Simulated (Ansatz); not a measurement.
The parent structure is PbSe in the rock salt structure (space group Fm-3m, No. 225; a = 6.102 Å). Axes: x, y, z lie along the cube axes.

Level of theory: PBEsol, PAW, 420 eV (Ansatz, an electronic-structure program; no SOC).

For the base:

- Volume per atom = 28.39 Å³
- Band gap = 0.17 eV

The change: tensile biaxial strain of 3.00 % in the plane normal to [001], as in epitaxy on a mismatched substrate; the out-of-plane cell vector and the atoms relax.

**Question.** What happens to the volume per atom?

**Answer.** The volume per atom goes up by 1.58 Å³ to 29.97 Å³.

**Question.** How does this affect the band gap?

**Answer.** The band gap rises by 0.14 eV, from 0.17 eV to 0.31 eV.

**Question.** What happens to the energy relative to the base?

**Answer.** The energy increases by 21 meV/atom.

With Pb present, leaving out spin-orbit coupling can change the band edges. Stability against distortions was not tested. The zero or small gap of PbSe can change with the level of theory.
